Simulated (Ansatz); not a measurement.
# SiO2, pressure series

Consider SiO2 (space group P3_221, No. 154; a = 4.9204 Å, c = 5.4163 Å).

Cell and atoms are relaxed at each pressure.

The values are results of r2SCAN (Ansatz, a first-principles code; PAW; 500 eV plane waves; no spin-orbit coupling), earlier PAW set, not measurements.

Two rows of this table had their results exchanged by mistake.

```json
[
 {"pressure": "pressure −2 GPa", "volume per atom (Å³)": "13.44", "shortest distance (Å)": "1.615", "band gap": "6.38 eV"},
 {"pressure": "pressure −1 GPa", "volume per atom (Å³)": "10.81", "shortest distance (Å)": "1.602", "band gap": "7.21 eV"},
 {"pressure": "pressure 0.9 GPa", "volume per atom (Å³)": "12.34", "shortest distance (Å)": "1.611", "band gap": "6.68 eV"},
 {"pressure": "pressure 2.1 GPa", "volume per atom (Å³)": "12.02", "shortest distance (Å)": "1.610", "band gap": "6.78 eV"},
 {"pressure": "pressure 4.5 GPa", "volume per atom (Å³)": "11.51", "shortest distance (Å)": "1.607", "band gap": "6.95 eV"},
 {"pressure": "pressure 9 GPa", "volume per atom (Å³)": "12.98", "shortest distance (Å)": "1.614", "band gap": "6.50 eV"},
 {"pressure": "pressure 30 GPa", "volume per atom (Å³)": "9.00", "shortest distance (Å)": "1.587", "band gap": "7.84 eV"}
]
```

Task: Which two?

Result: The rows for pressure −1 GPa and pressure 9 GPa: the volume has to fall steadily with pressure, so 12.98 Å³ belongs to pressure −1 GPa and 10.81 Å³ to pressure 9 GPa.

Load acts through the strain it causes; cell and atoms are relaxed under it. No phonon test of stability was made. Competing high-pressure phases were not computed.
